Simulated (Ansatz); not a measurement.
The starting structures come from a database of crystals and need not be the phases stable at ambient conditions.

 Where the default PAW files enter, the runs use the earlier of Ansatz's two default sets.

Tunnelling through a barrier is set by its complex band structure: the current falls as exp(−2κd) with the smallest κ.

```xyz
12
Lattice="4.4791 0.0000 0.0000 0.0000 5.3926 0.0000 0.0000 0.0000 4.8955" Properties=species:S:1:pos:R:3 pbc="T T T"
Mg     2.2395     0.9085     3.6716
Mg     2.2395     4.4841     1.2239
Mg     0.0000     1.7878     1.2239
Mg     0.0000     3.6048     3.6716
H      1.2197     0.5874     2.0552
H      3.2594     4.8052     2.8403
H      1.0198     2.1089     4.5029
H      3.4592     3.2837     0.3926
H      3.4592     2.1089     2.8403
H      1.0198     3.2837     2.0552
H      3.2594     0.5874     0.3926
H      1.2197     4.8052     4.5029
```

Space group of this cell: Pbcn. The cell is taken as given.

Transport runs along the normal of the first two printed cell vectors.

No gap correction and no spin-orbit coupling; mid-gap values are interpolated between computed energies.

**Question.** Give the band gap and the smallest decay constant κ at mid-gap that r2SCAN (Ansatz, a first-principles code) yields.

**Answer.** Gap 4.30 eV on a 8×6×6 mesh; κ = 0.321 1/Å, at (0.500, 0.000) of the in-plane reciprocal vectors. At the zone centre, at the nearest computed energy, the slowest state has κ = 0.37 1/Å.
